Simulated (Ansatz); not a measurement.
The reference is WSi2 (space group I4/mmm, No. 139; a = 3.229 Å, c = 7.868 Å).

(Cell as relaxed with PBE.)

Levels (all Ansatz, a first-principles code, PAW, earlier PAW set): PBE (420 eV, no SOC); r2SCAN (500 eV, scalar-relativistic without spin-orbit coupling).

Each level relaxes its own structure.

| base | PBE | r2SCAN |
|---|---|---|
| volume per atom | 13.68 Å³ | 13.42 Å³ |
| lattice parameter a | 3.229 Å | 3.212 Å |
| band gap | zero | zero |

One thing is altered: cell and atoms relaxed at a pressure of 1.8 GPa.

| quantity | PBE | r2SCAN |
|---|---|---|
| shortest interatomic distance | 2.598 Å | 2.574 Å |
| c/a ratio | 2.438 | 2.431 |

PBE's shortest interatomic distance lies 0.024 Å above r2SCAN's (0.9 %); PBE's c/a ratio lies 0.0062 above r2SCAN's. Neither level is exact; r2SCAN is the comparison here, not a measurement.

Load acts through the strain it causes; cell and atoms are relaxed under it. No phonon test of stability was made. The final runs are not spin-polarised.
